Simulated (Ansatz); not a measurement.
Consider the following.

```xyz
6
Lattice="3.6456 0.0000 0.0000 0.0000 3.6456 0.0000 0.0000 0.0000 5.8217" Properties=species:S:1:pos:R:3 pbc="T T T"
Li     0.0000     1.8228     3.8063
Li     1.8228     0.0000     2.0154
Fe     0.0000     0.0000     0.0000
Fe     1.8228     1.8228     0.0000
P      1.8228     0.0000     4.6156
P      0.0000     1.8228     1.2061
```

All values below come from PBEsol, DFPT electron-phonon coupling, linearised Boltzmann equation (plane waves, PAW, scalar-relativistic; Ansatz, a first-principles code). How the cell was made: relaxed with this functional, without spin-orbit coupling.

Q: Predict the intrinsic resistivity at 300 K.

A: 13.2 (x), 13.2 (y), 114 (z) μΩ·cm.

Q: How long is the mean free path there?

A: 9.3 (x), 9.3 (y), 9.0 (z) nm, weighted by the current that each state carries. Wires not much wider than this gain resistivity from their walls.

A metal at this level (no band gap). Only scattering by harmonic phonons is included (no impurities, grain boundaries, electron-electron scattering or thermal expansion). Spin-orbit coupling is left out. The run warned that the eigensolver left some states short of its tolerance. Halving the electron mesh (24x24x16) moves the resistivity by up to 7 % at 300 K, the mean free path by up to 3 %. Smearing 0.20 eV; phonons on a 4x4x3 q mesh, which this run doesn't test.

Formula and space group known from diffraction (Crystallography Open Database), not checked to be the room-temperature form: LiFeP (P4/nmm). Treated as nonmagnetic (a ferromagnetic start lost its moment, other orders weren't tried): LiFeP (P4/nmm).
